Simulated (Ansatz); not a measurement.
Response to strain in SiC

Start from SiC in the wurtzite structure (space group P6_3mc, No. 186; a = 3.0920 Å, c = 5.0743 Å).

Strains are applied to the cell and any free atomic positions relax.

Calculations: Kohn–Sham DFT with the PBE functional, run in Ansatz (a first-principles code) with PAW and 420 eV plane waves, scalar-relativistic without spin-orbit coupling.

Notes on the quantities. energy relative to the base: free energy F.

```json
[
 {"isotropic strain (%)": "0", "energy relative to the base (meV/atom)": "0.0"},
 {"isotropic strain (%)": "0.6", "energy relative to the base (meV/atom)": "2.2"},
 {"isotropic strain (%)": "1.2", "energy relative to the base (meV/atom)": "8.7"},
 {"isotropic strain (%)": "1.8", "energy relative to the base (meV/atom)": "?"},
 {"isotropic strain (%)": "2.4", "energy relative to the base (meV/atom)": "33.8"},
 {"isotropic strain (%)": "3", "energy relative to the base (meV/atom)": "51.9"}
]
```

Problem. Fit ΔE = Aε² + Bε³ (ε in %) to the rows shown and predict the withheld row.

Solution. Least squares on the printed values gives A = 6.25 and B = -0.16 meV/atom (largest residual 0.0 meV/atom); this predicts 19.3 meV/atom, and the run gives 19.3 meV/atom, in agreement.

Whether these cells are dynamically stable was not tested.
